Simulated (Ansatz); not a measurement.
## Localised support functions against plane waves on soft norm-conserving potentials: random Si-Ge alloy, 2x2x2 cubic cells, lattice parameter by Vegard's rule

Si33Ge31, 64 atoms, zone centre alone, PBE in Ansatz (a program for electronic structure), one geometry. Rule: support functions less plane waves on one geometry. Spin-orbit coupling is left out.

```json
[
 {"pair": "support functions, medium against plane waves", "free energy, first less second (meV/atom)": "-1.43", "force difference, rms (meV/Å)": "0.68", "largest (meV/Å)": "1.8", "gaps (eV)": "0.475 / 0.475", "cost of the first against the second (rough)": "10"}
]
```
